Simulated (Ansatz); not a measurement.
The structure below was relaxed with PBEsol/PAW in Ansatz (a first-principles code), no spin-orbit coupling.

```
Sn
1.0
    0.00000     3.27004     3.27004
    3.27004     0.00000     3.27004
    3.27004     3.27004     0.00000
Sn
2
Cartesian
  3.27004   3.27004   3.27004
  4.90506   4.90506   4.90506
```

Question: Find the space group and the Wyckoff positions.

Answer: Space group Fd-3m, origin choice 1 (No. 227); a = b = c = 6.5401 Å, α = β = γ = 90.00°

```tsv
atom	site	symmetry	x	y	z
Sn	8a	-43m	0.0000	0.0000	0.0000
```

Question: Describe the coordination.

Answer: The crystal has 8 atoms in its conventional cell. Cell: a = b = c = 6.540 Å, α = β = γ = 90.00°. Sn has 4 Sn at 2.832 Å (tetrahedral). (Neighbours: up to the widest gap in distance over summed covalent radii, below 1.35, at either atom.)

Whether these cells are dynamically stable was not tested. The cell was made from Ge by this change: Ge → Sn.
